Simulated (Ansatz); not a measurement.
Functionals compared on the (111) surface of germanium, no caps (bottom of the slab: built like the top, H on every dangling bond, free), in Ansatz (plane waves, PAW). The structure was relaxed with PBE; the other rows are single points on it. Cutoff 420 eV (500 eV for r2SCAN).

Set-up: 36 atoms, 12.4 Å thick at the start with caps and adatoms (thin: gaps and levels are the slab's own); mesh 4x4x1; 0.025 eV smearing; dipole correction on; 8 atoms held, the rest relaxed; start symmetry kept, larger cells not searched; no spin (in PBE a spin-polarised start ends 0.13 eV a cell lower), no spin-orbit, no U. The slab shows no gap over 0.04 eV on its mesh. In PBE it lies 0.03 eV a 1x1 cell over the lowest computed structure of the same composition (no caps, spin-polarised start). These notes are the PBE run's.

```csv
functional,work function of the top face (eV),rough cost of the single point
PBE,4.56,–
r2SCAN,4.73,about 4 core-minutes (a rough figure)
```

Ansatz is a program for electronic structure.
